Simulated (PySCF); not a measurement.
PySCF 2.14.0, PBE/def2-svpd, df: Sr(Cl)(OH) ([OH][Sr][Cl]), 4 atoms. The geometry is a generated start, not checked to be a minimum at this level.

```
Property                                            Result
-------------------------  -------------------------------
task                                                energy
method                                                 pbe
basis                                            def2-svpd
two-electron scheme                        density fitting
mol.max_memory                                     3000 MB
mf.max_cycle                                           100
mf.conv_tol                                1e-09 (default)
mf.grids.level                                 3 (default)
effective core potentials  those of the basis set, past Kr
basis functions                                         84
grid points                                          64680
```

```xyz
4

Sr     0.2735    -0.5044    -0.9870
Cl     1.4853     1.6715    -1.3001
O     -0.6749    -0.3161     0.8038
H     -1.0839    -0.8510     1.4833
```

With the defaults (mf.DIIS = CDIIS, mf.diis = true, mf.level_shift = 0, mf.init_guess = minao, newton = off, mf.damp = 0, mf.diis_start_cycle = 1, mf.diis_space = 8, mf.diis_damp = 0) it converges in 14 Fock builds. One run each on 2 threads, 1 BLAS thread, with these changes:
- mf.init_guess = 1e
- mf.level_shift = 0.1 Hartree
- mf.diis = false
- mf.damp = 0.3, mf.diis_start_cycle = 4
- mf.DIIS = ADIIS
- mf.DIIS = EDIIS
- mf.diis_space = 5
- mf.diis_damp = 0.3
- newton = Hessian by the SCF's own integrals

Problem. Name the settings that don't reach the solution of the defaults.

Solution. No convergence: mf.DIIS = EDIIS; mf.diis = false (the run ends without SCF convergence in 100 cycles). The rest reach the solution of the defaults.

```
setting                                      Fock builds             end
-------------------------------------------  -----------  --------------
mf.diis_damp = 0.3                                    13   same solution
the defaults                                          14   same solution
mf.level_shift = 0.1 Hartree                          14   same solution
mf.diis_space = 5                                     16   same solution
mf.DIIS = ADIIS                                       26   same solution
mf.damp = 0.3, mf.diis_start_cycle = 4                29   same solution
mf.init_guess = 1e                                    50   same solution
newton = Hessian by the SCF's own integrals           53   same solution
mf.DIIS = EDIIS                                      101  no convergence
mf.diis = false                                      101  no convergence
```

Under newton the count holds the products with the orbital Hessian.
